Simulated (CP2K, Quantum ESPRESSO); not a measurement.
A Quantum ESPRESSO input for a self-consistent single point of Na₂Cl (P4/mmm, 6 atoms in the cell) (DFT, PBEsol, plane waves, SSSP 1.1.2 efficiency (PBE) pseudopotentials):

```fortran
&CONTROL
  calculation = 'scf',
  prefix = 'Na2Cl',
  outdir = './tmp/',
  pseudo_dir = './',
  tprnfor = .true.,
  tstress = .true.,
/
&SYSTEM
  ibrav = 0,
  nat = 6,
  ntyp = 2,
  ecutwfc = 40,
  ecutrho = 320,
  occupations = 'smearing',
  smearing = 'fd',
  degauss = 0.0099958,
  input_dft = 'pbesol',
/
&ELECTRONS
  conv_thr = 1e-10,
/
ATOMIC_SPECIES
Na    22.9898  na_pbe_v1.5.uspp.F.UPF
Cl    35.4500  cl_pbe_v1.4.uspp.F.UPF
ATOMIC_POSITIONS {angstrom}
Na    0.000000000    0.000000000    2.866397295
Na    0.000000000    0.000000000    9.766468705
Na    0.000000000    0.000000000    6.316433000
Na    1.783734500    1.783734500    0.000000000
Cl    1.783734500    1.783734500    4.537472810
Cl    1.783734500    1.783734500    8.095393190
K_POINTS {automatic}
8 8 2  0 0 0
CELL_PARAMETERS {angstrom}
   3.567469000     0.000000000     0.000000000
   0.000000000     3.567469000     0.000000000
   0.000000000     0.000000000    12.632866000
```

Question: Translate this input to CP2K.

Answer: One input that does it (others would too):

```
&GLOBAL
  PROJECT calc
  RUN_TYPE ENERGY_FORCE
  PRINT_LEVEL MEDIUM
&END GLOBAL
&FORCE_EVAL
  METHOD Quickstep
  STRESS_TENSOR ANALYTICAL
  &DFT
    BASIS_SET_FILE_NAME BASIS_MOLOPT
    POTENTIAL_FILE_NAME GTH_POTENTIALS
    &QS
      METHOD GPW
      EPS_DEFAULT 1E-11
    &END QS
    &MGRID
      CUTOFF 950
      REL_CUTOFF 60
      NGRIDS 5
    &END MGRID
    &SCF
      SCF_GUESS ATOMIC
      EPS_SCF 1E-6
      MAX_SCF 100
      ADDED_MOS 9
      &DIAGONALIZATION
        ALGORITHM STANDARD
      &END DIAGONALIZATION
      &MIXING
        METHOD BROYDEN_MIXING
        ALPHA 0.2
        NBUFFER 10
      &END MIXING
      &SMEAR ON
        METHOD FERMI_DIRAC
        ELECTRONIC_TEMPERATURE [K] 1578.21
      &END SMEAR
    &END SCF
    &KPOINTS
      SCHEME MONKHORST-PACK 8 8 2
      GAMMA_CENTERED T
    &END KPOINTS
    &XC
      &XC_FUNCTIONAL
        &PBE
          PARAMETRIZATION PBESOL
        &END PBE
      &END XC_FUNCTIONAL
    &END XC
    &PRINT
      &MO
        EIGENVALUES T
        OCCUPATION_NUMBERS T
        NDIGITS 8
        FILENAME mo
        &EACH
          QS_SCF 0
        &END EACH
        ADD_LAST NUMERIC
      &END MO
      &MULLIKEN ON
      &END MULLIKEN
    &END PRINT
  &END DFT
  &SUBSYS
    &CELL
      A 3.56746900 0.00000000 0.00000000
      B 0.00000000 3.56746900 0.00000000
      C 0.00000000 0.00000000 12.63286600
      PERIODIC XYZ
    &END CELL
    &COORD
      Na       0.00000000     0.00000000     2.86639730
      Na       0.00000000     0.00000000     9.76646870
      Na       0.00000000     0.00000000     6.31643300
      Na       1.78373450     1.78373450     0.00000000
      Cl       1.78373450     1.78373450     4.53747281
      Cl       1.78373450     1.78373450     8.09539319
    &END COORD
    &KIND Na
      BASIS_SET DZVP-MOLOPT-SR-GTH-q9
      POTENTIAL GTH-PBE-q9
    &END KIND
    &KIND Cl
      BASIS_SET DZVP-MOLOPT-SR-GTH-q7
      POTENTIAL GTH-PBE-q7
    &END KIND
  &END SUBSYS
  &PRINT
    &FORCES ON
    &END FORCES
    &STRESS_TENSOR ON
    &END STRESS_TENSOR
  &END PRINT
&END FORCE_EVAL
```

Basis settings and potentials, where a program has them, do not carry over. This input uses DFT PBEsol, GPW, DZVP-MOLOPT-SR-GTH basis, GTH-PBE potentials (GTH_POTENTIALS).

The starting cell comes from a database of computed structures (which also holds hypothetical and non-ambient phases and stackings), without a prior relaxation at this level. Its lattice was rescaled by a random factor within 2.5 % of one.
